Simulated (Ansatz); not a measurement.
Consider KTaO$_{3}$ in the cubic perovskite structure (space group Pm-3m, No. 221).

```
CELL_PARAMETERS angstrom
      3.99013     0.00000     0.00000
      0.00000     3.99013     0.00000
      0.00000     0.00000     3.99013
ATOMIC_POSITIONS crystal
  K  0.00000 0.00000 0.00000
  Ta 0.50000 0.50000 0.50000
  O  0.00000 0.50000 0.50000
  O  0.50000 0.50000 0.00000
  O  0.50000 0.00000 0.50000
```

Level of theory: r2SCAN (Ansatz, a first-principles code, PAW, no spin-orbit coupling).

Before the change:

```
Quantity           Result
---------------  --------
Volume per atom  12.71 Å³
```

One thing is altered: full substitution O → S; the structure is relaxed again.

Tabulated Pauling electronegativity and covalent radius: O 3.44, 0.66 Å; S 2.58, 1.05 Å.

### Question
Predict the new volume per atom.

### Answer
The volume per atom goes up by 9.988 Å³, from 12.71 Å³ to 22.69 Å³.

Stability against distortions was not tested. As relaxed here, KTaS3 is a hypothetical phase, not in the database extracts checked. All final runs are without spin polarisation.
